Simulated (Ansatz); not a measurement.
The reference is AsP in the rock salt structure (space group Fm-3m, No. 225; a = 5.210 Å; a hypothetical phase, not in the database extracts checked; relaxed with 0.1 eV smearing). Axes: x, y, z lie along the cube axes.

Level of theory: PBE in Ansatz (plane waves to 420 eV, PAW, no spin-orbit coupling).

One thing is altered: the cell is stretched by 1.47 % along x with no lateral relaxation, atoms relaxed at fixed cell.

Question: Predict the stress tensor and what it implies for the stiffness.

Answer: Stress of the strained cell less that of the base (GPa, compression positive):
```
   -3.0     0.0     0.0
    0.0    -0.3     0.0
    0.0     0.0    -0.3
```

Then −Δσ_ii/ε with ε = 0.0147 gives secant stiffness values (nonlinear terms included at this strain): C11 ≈ 202 GPa, C12 ≈ 22 GPa and C13 ≈ 22 GPa.

No phonon test of stability was made. All final runs are without spin polarisation.

Ansatz is a first-principles code.
